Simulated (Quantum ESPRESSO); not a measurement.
**How far to go with the k-point mesh at a smearing width of 0.05 eV: LuTl (P4mm, 2 atoms in the cell)**

```
LuTl
1.0
    3.57690     0.00000     0.00000
    0.00000     3.57690     0.00000
    0.00000     0.00000     3.92180
Lu Tl
1 1
Direct
  0.00000   0.00000   0.01275
  0.50000   0.50000   0.50000
```

Method of the run: LDA (PZ), PSlibrary PAW (LDA) pseudopotentials (plane waves; Quantum ESPRESSO).

Base settings: ecutwfc = 50 Ry; ecutrho = 400 Ry; occupations = smearing; smearing = fermi-dirac; degauss = 0.0073499 Ry; potentials = {Lu: Lu.pz-spdn-kjpaw_psl.1.0.0.UPF, Tl: Tl.pz-dn-kjpaw_psl.1.0.0.UPF}; K_POINTS = automatic 4 4 4 0 0 0; conv_thr = 1e-09 Ry; mixing_beta = 0.7.

In this ladder: degauss = 0.0036749 Ry.

The second cell is the first with its lattice scaled by 0.98.

Only quantities that move along the ladder and can be compared are tabulated.

The count of work is k-points × plane waves × bands × iterations; it is no time. 

The starting cell comes from a database of computed structures (which also holds hypothetical and non-ambient phases and stackings), without a prior relaxation at this level. Its lattice was rescaled by up to half a per cent. One atom was moved a little off its site on purpose. In the base run, with a pressure of about -4 GPa the cell is away from its equilibrium volume at this level. Without a gap this mesh is coarse (it stands for a supercell whose shortest vector is 14 Å).

Steps (K_POINTS): automatic 3 3 3 0 0 0; automatic 4 4 4 0 0 0; automatic 5 5 4 0 0 0; automatic 6 6 5 0 0 0; automatic 7 7 6 0 0 0; automatic 8 8 8 0 0 0; automatic 10 10 9 0 0 0; automatic 12 12 11 0 0 0; automatic 15 15 14 0 0 0; automatic 18 18 16 0 0 0.

Problem. What is the coarsest K_POINTS that holds the forces within 0.005 eV/Å of the last step, with all finer ones?

Solution. automatic 10 10 9 0 0 0, at 0.21 of the last step's count of work; the step before is off by 0.006 eV/Å.

Problem. What is the coarsest K_POINTS that holds the pressure within 0.2 GPa of the last step, with all finer ones?

Solution. automatic 7 7 6 0 0 0, at 0.081 of the last step's count of work; the step before is off by 0.55 GPa.

Problem. What is the coarsest K_POINTS that holds the energy of the compressed cell less the first within 2 meV/atom of the last step, with all finer ones?

Solution. automatic 7 7 6 0 0 0, at 0.081 of the last step's count of work; the step before is off by 4.0 meV/atom.

```tsv
K_POINTS	free energy less the last step's (meV/atom)	energy of the compressed cell less the first (meV/atom)	pressure (GPa)	largest difference of a force vector from the last step's (eV/Å)	count of work / last
automatic 3 3 3 0 0 0	-99.90	9.19	-1.18	0.022	0.014
automatic 4 4 4 0 0 0	-26.40	-12.75	-3.69	0.020	0.036
automatic 5 5 4 0 0 0	14.66	-18.51	-4.07	0.001	0.036
automatic 6 6 5 0 0 0	9.37	-14.81	-3.67	0.017	0.060
automatic 7 7 6 0 0 0	-5.27	-19.22	-4.27	0.004	0.081
automatic 8 8 8 0 0 0	-7.71	-20.26	-4.36	0.006	0.15
automatic 10 10 9 0 0 0	0.71	-20.17	-4.32	0.004	0.21
automatic 12 12 11 0 0 0	1.82	-18.95	-4.19	0.001	0.34
automatic 15 15 14 0 0 0	0.47	-18.26	-4.12	0.002	0.58
automatic 18 18 16 0 0 0	0.00	-18.85	-4.22	0.000	1.0
```

Two neighbours can agree and both be off: automatic 8 8 8 0 0 0 and automatic 10 10 9 0 0 0 differ by 0.09 meV/atom in the energy of the compressed cell less the first, yet lie about 1.3 meV/atom from the last step.
